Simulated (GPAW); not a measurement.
```yaml
crystal:
  lattice:
    - [0.00000, 1.95412, 1.95412]
    - [1.95412, 0.00000, 1.95412]
    - [1.95412, 1.95412, 0.00000]
  atoms:
    - { symbol: Pt, position: [0.00000, 0.00000, 0.00000] }
```

Level of theory: PBEsol, GPAW PAW datasets PBEsol (made by gpaw-setup) (plane waves; GPAW).

The set-up and first iterations of a GPAW log for Pt (Fm-3m, 1 atom in the cell):

```
Input parameters:
  convergence: {density: 1e-08,
                eigenstates: 6e-18,
                energy: 6e-14}
  kpts: {gamma: True,
         size: (12, 12, 12)}
  maxiter: 100
  mode: {ecut: 600.0,
         name: pw}
  nbands: -5
  occupations: {name: methfessel-paxton,
                order: 0,
                width: 0.1}
  symmetry: {symmorphic: False,
             tolerance: 0.0005}
  xc: PBEsol

species:
  Pt:
    name: Platinum
    Z: 78.0
    valence: 16
    core: 62
    charge: 0.0
    file: Pt.PBEsol.gz

    # Using partial waves for Pt as LCAO basis

Reference energy: -500235.591001  # eV

Spin-paired calculation

Convergence criteria:
 Maximum [total energy] change in last 3 cyles: 6e-14 eV / valence electron
 Maximum integral of absolute [dens]ity change: 1e-08 electrons / valence electron
 Maximum integral of absolute [eigenst]ate change: 6e-18 eV^2 / valence electron
 Maximum number of scf [iter]ations: 100

   [... lines left out ...]
  Number of coefficients (min, max): 468, 531
  Pulay-stress correction: 0.000000 eV/Ang^3 (de/decut=0.000000)

Occupation numbers: Methfessel-Paxton:
  width: 0.1000  # eV
  order: 0

Eigensolver

Densities:
  Coarse grid: 16*16*16 grid
  Fine grid: 32*32*32 grid
  Total Charge: 0.000000

Density mixing:
  Method: separate
  Backend: pulay
  Linear mixing parameter: 0.05
  old densities: 5
  Damping of long wavelength oscillations: 50

Hamiltonian:
  XC and Coulomb potentials evaluated on a 32*32*32 grid
  External potential:
    NoExternalPotential

XC parameters: PBEsol with 2 nearest neighbor stencil

Number of atoms: 1
Number of atomic orbitals: 12
Number of bands in calculation: 13
Number of valence electrons: 16
Bands to converge: occupied

Density initialized from atomic densities
  12 bands from LCAO basis set
  1 band from random numbers

Atomic positions and initial magnetic moments

Positions:
   0 Pt     0.000000    0.000000    0.000000    ( 0.0000,  0.0000,  0.0000)

Unit cell:
           periodic     x           y           z      points  spacing
  1. axis:    yes    0.000000    1.954120    1.954120    16     0.1410
  2. axis:    yes    1.954120    0.000000    1.954120    16     0.1410
  3. axis:    yes    1.954120    1.954120    0.000000    16     0.1410

  Lengths:   2.763543   2.763543   2.763543
  Angles:   60.000000  60.000000  60.000000

Effective grid spacing dv^(1/3) = 0.1539
     iter     time        total  log10-change:
                         energy   eigst   dens
iter:   1 --:--:--    -7.762565
iter:   2 --:--:--    -7.688687   -1.53  -1.43
iter:   3 --:--:--    -7.391426   -1.43  -1.46
iter:   4 --:--:--    -7.306916   -2.65  -1.83
iter:   5 --:--:--    -7.306165   -2.72  -2.21
```

Will this run converge, and how will it end?

The run ended unconverged after 100 iterations. It gives no final result for the task that was set. The log goes on:

```
   [... 21 lines left out ...]
iter:  27 --:--:--    -7.301402  -13.71  -7.42
iter:  28 --:--:--    -7.301402  -13.99  -7.57
iter:  29 --:--:--    -7.301402  -14.92  -7.63
   [... lines left out ...]
iter:  99 --:--:--    -7.301402  -19.63c -13.77c
iter: 100 --:--:--    -7.301402  -19.58c -13.85c

Did not converge!

Here are some tips:

1) Make sure the geometry and spin-state is physically sound.
2) Use less aggressive density mixing.
3) Solve the eigenvalue problem more accurately at each scf-step.
4) Use a smoother distribution function for the occupation numbers.
5) Try adding more empty states.
6) Use enough k-points.
7) Don't let your structure optimization algorithm take too large steps.
8) Solve the Poisson equation more accurately.
9) Better initial guess for the wave functions.

See details here:

    https://gpaw.readthedocs.io/documentation/convergence.html
Traceback (most recent call last):
   [... frames left out ...]
gpaw.KohnShamConvergenceError: Did not converge!  See text output for help.
```

The starting cell has typed, rounded lattice constants, without a prior relaxation at this level. Its lattice was rescaled by up to half a per cent. Spin-orbit coupling is off.

The run was DFT PBEsol, plane waves, GPAW PAW datasets PBEsol (made by gpaw-setup). Main settings of its input:

- mode = pw
- ecut = 600 eV
- xc = PBEsol
- kpts = 12 12 12
- mesh shift (steps) = 0 0 0
- occupations.name = methfessel-paxton
- occupations.width = 0.1 eV
- occupations.order = 0
- nbands = -5
- convergence.energy = 6e-14 eV/electron
- convergence.density = 1e-08 e/electron
- convergence.eigenstates = 6e-18
